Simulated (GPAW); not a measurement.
```xyz
2
Lattice="0.0000 3.2138 3.2138 3.2138 0.0000 3.2138 3.2138 3.2138 0.0000" Properties=species:S:1:pos:R:3 pbc="T T T"
Hg     0.0289     0.0289     0.0289
Te     1.6069     1.6069     1.6069
```

Computed with PBEsol, GPAW PAW datasets PBEsol (made by gpaw-setup) (plane waves; GPAW).

The set-up and first iterations of a GPAW log for HgTe (R3m, 2 atoms in the cell):

```
Input parameters:
  convergence: {density: 1e-08,
                eigenstates: 4e-18,
                energy: 4e-14}
  kpts: [3 3 3]
  maxiter: 100
  mode: {ecut: 550,
         name: pw}
  nbands: -8
  occupations: {name: fermi-dirac,
                width: 0.01}
  symmetry: {symmorphic: False,
             tolerance: 0.0005}
  xc: PBEsol

species:
  Hg:
    name: Mercury
    Z: 80.0
    valence: 18
    core: 62
    charge: 0.0
    file: Hg.PBEsol.gz

    # Using partial waves for Hg as LCAO basis

  Te:
    name: Tellurium
    Z: 52.0
    valence: 6
    core: 46
    charge: 0.0
    file: Te.PBEsol.gz

    # Using partial waves for Te as LCAO basis

Reference energy: -717722.197136  # eV

Spin-paired calculation

Convergence criteria:
 Maximum [total energy] change in last 3 cyles: 4e-14 eV / valence electron
 Maximum integral of absolute [dens]ity change: 1e-08 electrons / valence electron
   [... lines left out ...]
  Pulay-stress correction: 0.000000 eV/Ang^3 (de/decut=0.000000)

Occupation numbers: Fermi-Dirac:
  width: 0.0100  # eV

Eigensolver

Densities:
  Coarse grid: 25*25*25 grid
  Fine grid: 50*50*50 grid
  Total Charge: 0.000000

Density mixing:
  Method: separate
  Backend: pulay
  Linear mixing parameter: 0.05
  old densities: 5
  Damping of long wavelength oscillations: 50

Hamiltonian:
  XC and Coulomb potentials evaluated on a 50*50*50 grid
  External potential:
    NoExternalPotential

XC parameters: PBEsol with 2 nearest neighbor stencil

Number of atoms: 2
Number of atomic orbitals: 16
Number of bands in calculation: 20
Number of valence electrons: 24
Bands to converge: occupied

Density initialized from atomic densities
  16 bands from LCAO basis set
  4 bands from random numbers

Atomic positions and initial magnetic moments

Positions:
   0 Hg     0.028867    0.028867    0.028867    ( 0.0000,  0.0000,  0.0000)
   1 Te     1.606925    1.606925    1.606925    ( 0.0000,  0.0000,  0.0000)

Unit cell:
           periodic     x           y           z      points  spacing
  1. axis:    yes    0.000000    3.213850    3.213850    25     0.1484
  2. axis:    yes    3.213850    0.000000    3.213850    25     0.1484
  3. axis:    yes    3.213850    3.213850    0.000000    25     0.1484

  Lengths:   4.545070   4.545070   4.545070
  Angles:   60.000000  60.000000  60.000000

Effective grid spacing dv^(1/3) = 0.1620
     iter     time        total  log10-change:
                         energy   eigst   dens
iter:   1 --:--:--    -5.055760
iter:   2 --:--:--    -5.015440   -1.30  -1.39
iter:   3 --:--:--    -4.932472   -1.57  -1.42
iter:   4 --:--:--    -4.942287   -2.71  -1.79
iter:   5 --:--:--    -4.893378   -2.04  -1.82
```

Problem. Will this run converge, and how will it end?

Solution. The run ended unconverged after 100 iterations. It gives no final result for the task that was set. The log goes on:

```
   [... 34 lines left out ...]
iter:  40 --:--:--    -4.890254  -14.10  -7.51
iter:  41 --:--:--    -4.890254  -13.63  -7.60
iter:  42 --:--:--    -4.890254  -13.84  -7.68
   [... lines left out ...]
iter:  99 --:--:--    -4.890254  -21.76c -13.06c
iter: 100 --:--:--    -4.890254  -21.70c -13.05c

Did not converge!

Here are some tips:

1) Make sure the geometry and spin-state is physically sound.
2) Use less aggressive density mixing.
3) Solve the eigenvalue problem more accurately at each scf-step.
4) Use a smoother distribution function for the occupation numbers.
5) Try adding more empty states.
6) Use enough k-points.
7) Don't let your structure optimization algorithm take too large steps.
8) Solve the Poisson equation more accurately.
9) Better initial guess for the wave functions.

See details here:

    https://gpaw.readthedocs.io/documentation/convergence.html
Traceback (most recent call last):
   [... frames left out ...]
gpaw.KohnShamConvergenceError: Did not converge!  See text output for help.
```

The starting cell has typed, rounded lattice constants, without a prior relaxation at this level. Its lattice was rescaled by up to half a per cent. One atom was moved a little off its site on purpose. Spin-orbit coupling is off.

The run was DFT PBEsol, plane waves, GPAW PAW datasets PBEsol (made by gpaw-setup). Main settings of its input:

- mode: pw
- ecut: 550 eV
- xc: PBEsol
- kpts: 3 3 3
- mesh shift (steps): 0 0 0
- occupations.name: fermi-dirac
- occupations.width: 0.01 eV
- nbands: -8
- convergence.energy: 4e-14 eV/electron
- convergence.density: 1e-08 e/electron
- convergence.eigenstates: 4e-18
- symmetry.symmorphic: false
